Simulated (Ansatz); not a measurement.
## Si in the diamond structure (space group Fd-3m, No. 227)

```xyz
2
Lattice="0.0000 2.7220 2.7220 2.7220 0.0000 2.7220 2.7220 2.7220 0.0000" Properties=species:S:1:pos:R:3 pbc="T T T"
Si     2.7220     2.7220     2.7220
Si     4.0830     4.0830     4.0830
```

Level of theory: r2SCAN in Ansatz (plane waves to 500 eV, PAW, scalar-relativistic without spin-orbit coupling), earlier PAW set. Γ-centred 10×10×10 mesh, Fermi–Dirac width 0.05 eV.

| Property | Result |
|---|---|
| Volume per atom | 20.17 Å³ |
| Density | 2.31 g/cm³ |
| Band gap | 0.78 eV, indirect, Γ → Γ–X (87 % along) |
| Electron mass | 0.91 mₑ along k, 0.19 mₑ across |
| Hole mass (degenerate bands, along [100]) | 0.17, 0.25, 0.25 mₑ |
| Lowest conduction-band minima above the VBM | a point along ⟨100⟩, about 1.0 Å⁻¹ from Γ 0.78 eV; L along ⟨111⟩ 1.84 eV |
| Total energy | -639.066 eV/atom (σ→0; compares only within this code and set-up) |

Masses are band curvatures over ±0.01 Å⁻¹ around the edge. Along k means along the line from Γ to the band edge. No phonon test of stability was made.

Ansatz is a quantum-chemistry and plane-wave program.
